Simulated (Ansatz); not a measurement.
Cell and atoms of amorphous Hf$_{20}$Si$_{20}$O$_{62}$N$_{12}$:

```xyz
114
Lattice="11.4519 -0.2577 0.0778 -0.2577 11.8105 0.0050 0.0778 0.0050 11.1161" Properties=species:S:1:pos:R:3 pbc="T T T"
Hf     0.5161     9.0400     4.8319
Hf     9.0033     0.4170     3.8722
Hf    10.3293     3.4337     2.6045
Hf     0.5595     0.4193     2.7407
Hf     9.6312    11.5865    11.0749
Hf     4.3944     9.8785     0.9750
Hf     5.6921     3.8888     3.3203
Hf     2.0415     1.4218     8.0063
Hf    11.3390     2.1530     5.4783
Hf     8.4719     8.7094     4.4588
Hf     8.9481     4.2222     5.7625
Hf     6.3478     0.0831    10.1440
Hf     2.3302     3.5757     1.4839
Hf    10.9551     6.6322     0.1010
Hf     5.7963     4.3493     6.6106
Hf     4.3358     0.9211     2.4172
Hf     8.4321     7.0237     7.8521
Hf     4.9063     7.2889     7.7152
Hf     5.1076     3.9881    10.1997
Hf    11.2359     9.0739     8.6780
Si     5.8135    10.2543     4.1868
Si     5.2574     1.7155     8.0220
Si    10.8629     6.1426     3.5004
Si     5.0774     7.0490     4.2833
Si     3.1100    11.2259     5.2960
Si     4.4944     6.3857     1.5963
Si     1.7601     6.3414     6.9811
Si     7.2447     2.3462     1.2909
Si     8.2941    10.4947     8.0048
Si    10.8699     5.4577     8.5093
Si     5.3484    10.6099     7.0908
Si     5.8286     7.4434    10.3936
Si     2.4879     7.6758     9.6273
Si     0.7958     9.9165     1.3774
Si     8.1697     8.3987     1.0291
Si     2.0381     0.0315     0.1444
Si    10.6377    11.1421     6.2469
Si     2.4125     6.1580     3.2885
Si     2.7777     4.0673     5.2910
Si    11.3275     2.9219    10.2918
O     10.2380     7.5234     4.0480
O      7.0111     4.0690     4.7807
O      0.1235     8.5791     0.7655
O      9.8391     5.4970     7.2395
O      0.9465     7.4501     6.1767
O      1.6700     9.0209     9.2713
O      0.3780     3.5507     0.6685
O      9.9481     0.4464     2.1588
O      2.8188     7.0171     8.0863
O      6.2046     2.4409     6.9159
O      8.0603     8.1327     2.6202
O      6.1666     3.5154     0.7998
O     10.6370    10.6165     9.6235
O      5.0187    10.7304     2.7870
O      5.5097    10.0495    10.4381
O      4.8584     0.3042     0.6087
O      2.3754     0.4358     9.7313
O      0.4939     2.5605     3.2053
O      6.3989     1.8641     2.7053
O      7.9809    11.2954     9.4130
O     10.0716     9.6936     5.2322
O      4.3861     3.7908     5.0080
O      2.3790     1.2385     1.3622
O     10.2732     1.7244    10.5435
O      9.0781     7.2469     0.3320
O      3.9678     2.9203     2.5901
O      5.2485     5.9726     0.1051
O      4.6179     9.1643     7.3960
O      8.0509     7.5576     6.0262
O      7.5233     5.0934     7.1395
O      5.7676     8.5469     4.2600
O      7.5928     1.0485     0.3874
O      5.0207     4.9999     8.4026
O      4.1824     7.8034     9.8981
O      1.0032     6.9865     3.4269
O      9.2142    11.4200     7.0318
O      9.0429     9.0249     8.1942
O      0.9828     2.7823     9.1212
O      0.2156    10.2005     6.8109
O      6.9428    10.1864     7.1494
O      2.8490     5.3846     6.2407
O      5.3415     6.4747     5.8348
O      1.8425     2.9138     5.9059
O     10.6523     4.4521     9.8515
O      2.0734     4.6402     3.9133
O     10.7372     5.5128     1.9401
O      6.6143     8.1283     0.4623
O      3.4249     7.1203     4.1456
O      9.9859     2.8860     6.6950
O      8.5610     3.1926     1.7355
O      9.3187     2.4016     4.2421
O      2.9258     0.1844     6.6400
O      1.6236     6.6688    10.5205
O      5.8533     2.2061     9.5454
O      4.2192     7.9854     1.5530
O      0.3112     0.9664     6.8520
O      3.0679     0.3558     3.9188
O      2.3303     9.8157     5.0981
O      0.8584     5.2968     7.8182
O      8.6357     9.9247     0.7059
O      3.7975     2.4542     7.9887
O      3.3821     3.5986    10.9318
N      7.4726    10.6287     4.1793
N      0.1640    11.4717     0.7137
N     10.5829     7.0265     9.1131
N     10.8803     0.2167     4.7088
N      5.4917     5.9521     2.9793
N      0.5439    10.1801     3.0349
N      2.4206    10.3359     0.7821
N      6.5921     7.2648     8.9070
N      4.8660    10.9720     5.4441
N     10.3765     4.7329     4.3118
N      2.9744     5.6040     1.7757
N      5.4380     0.0599     8.2187
```

Calculation: PBE, scalar-relativistic without spin-orbit coupling (plane waves to 420 eV, PAW; Ansatz, a program for electronic structure).

Preparation: random packing, a CHGNet melt and quench, and a DFT relaxation. O and N atoms were pushed apart under 1.9 Å during the dynamics, to hinder bonds among them. The hot cell started wider than the set density and was brought back towards it in steps. It is the lowest in DFT energy of 4 quenches. It is a model cell: composition and starting density were chosen by hand, and all elements were melted together. No dispersion term was used. Its density started from a set value of 5.95 and ended at 5.85 g/cm³. The simulated quench (nominally 600 K/ps over its main leg) is rapid and tends to freeze in more defects than a deposited or slowly cooled glass has. A cell of this size samples the disorder only roughly. Volume and shape were free in the relaxation.

Neighbours within Hf-Hf 3.34 Å, Hf-Si 2.89 Å, Hf-O 2.84 Å, Hf-N 2.66 Å, Si-Si 2.60 Å, Si-O 2.00 Å, Si-N 2.02 Å, O-O 1.58 Å, O-N 1.64 Å, N-N 1.70 Å count as bonded. Two cations that share two anions don't count as bonded, nor two that share one unless they lie closer than Hf-Hf 3.25 Å, Hf-Si 2.81 Å, Si-Si 2.38 Å.

Q: Give the coordination numbers, mean bond lengths and angles.

A: 
The mean coordination of Hf by anions is 5.95 (1 with 4, 3 with 5, 12 with 6, 4 with 7) and the mean coordination of Si by anions is 4.05 (19 with 4, 1 with 5). The mean coordination of O comes out as 2.60 (28 with 2, 31 with 3, 3 with 4), the mean coordination of N is 3.25 (9 with 3, 3 with 4) and the mean Hf-O bond is 2.169 Å (spread 0.198 Å, 99 counted). The mean Si-O bond comes out as 1.661 Å (spread 0.051 Å, 62 counted), the mean Hf-N bond is 2.151 Å (spread 0.095 Å, 20 counted) and the mean Si-N bond is 1.733 Å (spread 0.037 Å, 19 counted). The bond angle at Hf is mean 103.1°, spread 28.9°, the bond angle at Si comes out as mean 109.1°, spread 10.6° and the bond angle at O is mean 121.4°, spread 21.0°. The bond angle at N comes out as mean 114.2°, spread 16.8°.

Q: List the pairs of like atoms that count as bonded by the rules above.

A: There are none by these rules.
